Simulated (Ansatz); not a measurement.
Take MoSi2 (space group P6_222, No. 180; a = 4.585 Å, c = 6.578 Å; a cell from a computed database, its experimental status unchecked) as the base. Axes: x lies along a and z along c of the hexagonal cell.

The values are results of Kohn–Sham DFT with the r2SCAN functional, run in Ansatz (a first-principles code) with PAW and 500 eV plane waves, without spin-orbit coupling, earlier PAW set, not measurements.

For the base:

- Smallest direct gap: 0.69 eV

It is then changed as follows: biaxial strain −4.86 %, plane normal [001], relaxed out of plane (Cartesian); in-plane vectors clamped, the third vector and the atoms free.

Q: Predict the new smallest direct gap.

A: The smallest direct gap increases by 0.08 eV to 0.77 eV.

Q: What does the calculation give for the in-plane stress after the change?

A: The mean in-plane stress (compression positive) comes out as +28.5 GPa.

Stability against distortions was not tested. A zero or small gap of MoSi2 can be the functional's error rather than a property of the material.
